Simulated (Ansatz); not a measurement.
Cost and result by functional for the surface energy of the (211) surface of bcc Ta in its 1x1 cell, outermost plane spacing 1.35 Å in the ideal cut, in Ansatz (plane waves, PAW). Single points on the PBE structure, on one kind of machine; costs are rough ratios of the slab run's core time (references not counted) to the cheapest single point. r2SCAN's cost holds its higher cutoff (500 against 420 eV). Differences are taken against r2SCAN for comparison alone: no measured value is at hand, so the table doesn't rank accuracy.

Model: 9-atom slab, 10.8 Å thick at the start, 13x8x1 mesh, Fermi-Dirac 0.1 eV, dipole correction, all atoms relaxed; held to the start's symmetry, so lower structures may exist; no spin, no spin-orbit, no U. These notes are the PBE run's.

```csv
functional,relative cost,surface energy (J/m²),less r2SCAN (J/m²)
LDA,1,3.01,0.07
PBEsol,1,2.96,0.01
RPBE,2,2.56,-0.39
r2SCAN,3,2.94,0.00
PBE (the relaxed run's value),–,2.70,-0.24
```

The values span 0.45 J/m², while the single points' costs differ by a factor of roughly 3. Differences are of unrounded values.

Ansatz is a program for electronic structure.
